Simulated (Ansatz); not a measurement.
# PtGe (space group Pnma, No. 62)

```xyz
8
Lattice="5.7718 0.0000 0.0000 0.0000 3.7130 0.0000 0.0000 0.0000 6.1288" Properties=species:S:1:pos:R:3 pbc="T T T"
Pt     5.7521     0.9283     1.1845
Pt     2.8663     0.9283     1.8799
Pt     0.0196     2.7848     4.9442
Pt     2.9055     2.7848     4.2489
Ge     1.0778     0.9283     3.5983
Ge     3.9637     0.9283     5.5948
Ge     4.6940     2.7848     2.5304
Ge     1.8081     2.7848     0.5340
```

Method: r2SCAN in Ansatz (plane waves to 500 eV, PAW, no spin-orbit coupling). Settings: 8×13×8 k-points, 0.05 eV Fermi–Dirac smearing.

| Item | Result |
|---|---|
| Volume per atom | 16.42 Å³ |
| Density | 13.54 g/cm³ |
| Band gap | zero |
| Total energy | -8420.317 eV/atom (σ→0; compares only within this code and set-up) |

Whether these cells are dynamically stable was not tested. All final runs are without spin polarisation.

Ansatz is an electronic-structure program.
